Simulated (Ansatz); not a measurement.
System: BBi (model structure, started from the zincblende type, F-43m, No. 216, 2 atoms in the cell). Method: HSE06 (Ansatz, a quantum-chemistry and plane-wave program, plane waves, PAW).

Run with plane-wave cutoff 520 eV, 8×8×8 k mesh, scalar-relativistic PAW data made under PBE.

Computed at the level's own relaxed cell.

Elastic tensor (GPa, Voigt notation, ions relaxed):

```
  157.6    49.6    49.6     0.0     0.0     0.0
   49.6   157.6    49.6     0.0     0.0     0.0
   49.6    49.6   157.6     0.0     0.0     0.0
    0.0     0.0     0.0    86.4     0.0     0.0
    0.0     0.0     0.0     0.0    86.4     0.0
    0.0     0.0     0.0     0.0     0.0    86.4
```

Problem. Work out the Voigt, Reuss and Hill averages of the bulk and shear moduli, Young's modulus and Poisson's ratio from the printed constants.

Solution. K_V = [C11 + C22 + C33 + 2(C12 + C13 + C23)]/9 = [472.8 + 2 × 148.8]/9 = 85.6 GPa. G_V = [472.8 − 148.8 + 3 × 259.2]/15 = 73.4 GPa. From the compliances S = C⁻¹, K_R = 85.6 and G_R = 69.7 GPa. Hill means: K = 85.6, G = 71.6 GPa. E = 9KG/(3K + G) = 168 GPa, ν = (3K − 2G)/(6K + 2G) = 0.17, K/G = 1.20.

Note: the relaxation could raise the start's symmetry but not lower it, so the cell can be a saddle point.

Spin–orbit coupling is not included; it can shift volumes and moduli of such heavy elements.

The computed numbers hold no vibrational or temperature effects.

A model structure was made by putting elements into a prototype or built by hand; it is no filed structure, need not be a known phase, and can be a saddle point held by its symmetry.
